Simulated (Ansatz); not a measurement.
The reference is Hf in the hcp (Mg type) structure (space group P6_3/mmc, No. 194; a = 3.2039 Å, c = 5.0724 Å; relaxed with 0.1 eV smearing). Axes: x lies along a and z along c of the hexagonal cell.

Computed with plane-wave PAW DFT at the PBE level (Ansatz, a program for electronic structure, 420 eV), scalar-relativistic without spin-orbit coupling, earlier PAW set.

One thing is altered: every lattice vector is stretched by 2.29 %, atoms relaxed at fixed cell.

**Question.** Predict the stress tensor and what it implies for the stiffness.

**Answer.** Stress of the strained cell less that of the base (GPa, compression positive):
```
   -6.4     0.0     0.0
    0.0    -6.4     0.0
    0.0     0.0    -6.6
```

Then B = −ΔP/(ΔV/V₀) with ΔV/V₀ = 0.0703 gives secant stiffness values (nonlinear terms included at this strain): B (at held cell shape, above the free-shape value) ≈ 92 GPa.

As a check, the harmonic strain energy −½ V₀ Δσ:ε is 31 meV/atom; the computed energy rise is 34 meV/atom.

No phonon test of stability was made. All final runs are without spin polarisation.
